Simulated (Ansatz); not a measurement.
The parent structure is InAs in the zinc blende structure (space group F-43m, No. 216; a = 6.087 Å).

Structures relaxed with PBEsol in Ansatz (plane waves to 420 eV, PAW, no spin-orbit coupling), earlier PAW set.

Base:

Simulated powder pattern, Cu Kα1, λ = 1.54056 Å (kinematic, ideal powder, no thermal factors, no anomalous dispersion; the 14 strongest lines at most, above 2 %, up to 2θ = 90°):

```
2θ (°)  I/Imax (%)    hkl
------  ----------  -----
25.32          100  (111)
29.32          4.1  (200)
41.94           74  (220)
49.63           47  (311)
60.82           12  (400)
66.95           19  (331)
76.62           24  (422)
82.22           14  (511)
```

The change: B takes the place of In on all its sites, then cell and atoms are relaxed.

Question: Where do the lines fall after the change?

Answer: 
Simulated powder pattern, Cu Kα1, λ = 1.54056 Å (kinematic, ideal powder, no thermal factors, no anomalous dispersion; the 14 strongest lines at most, above 2 %, up to 2θ = 90°):

```csv
2θ (°),d (Å),I/Imax (%),hkl
32.50,2.753,100,(111)
37.70,2.384,40,(200)
54.38,1.686,40,(220)
64.80,1.438,40,(311)
68.07,1.376,9.5,(222)
80.52,1.192,6.3,(400)
89.53,1.094,17,(331)
```

The indices refer to each structure's own conventional cell; one index is shown for lines that coincide.

Whether these cells are dynamically stable was not tested. The final runs are not spin-polarised.

Ansatz is an electronic-structure program.
